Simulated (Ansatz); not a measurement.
**Ru: uniaxial strain ε_xx = +5.47 %**

Take Ru in the hcp (Mg type) structure (space group P6_3/mmc, No. 194; a = 2.705 Å, c = 4.260 Å) as the base. Axes: x lies along a and z along c of the hexagonal cell.

Perturbation: uniaxial strain ε_xx = +5.47 %, all other strain components held at zero; the atoms relax in the strained cell.

Computed with plane-wave PAW DFT at the r2SCAN level (Ansatz, a first-principles code, 500 eV), spin-orbit coupling left out. Γ-centred 20×20×11 mesh, Fermi–Dirac width 0.05 eV.

The volume per atom grows by 0.74 Å³ to 14.23 Å³ and the space group goes from P6_3/mmc (No. 194) to Cmcm (No. 63). The shortest interatomic distance goes up by 0.009 Å to 2.650 Å and the energy goes up by 65 meV/atom. The pressure (mean of the normal stresses, compression positive) goes from zero to -14.7 GPa and the band gap is still zero. The stress (xx, yy, zz, yz, xz, xy; compression positive) amounts to (-25.8, -9.3, -9.1, 0.0, 0.0, 0.0) GPa (rough).

Cost of the whole job for the changed cell (relaxation, final SCF and bands): around 2.6 core-minutes (rough).

Without a gap, meshes like the base's 20×20×11 leave anisotropic stresses uncertain by several tenths of a GPa, and small strain energies with them. No phonon test of stability was made. All final runs are without spin polarisation.
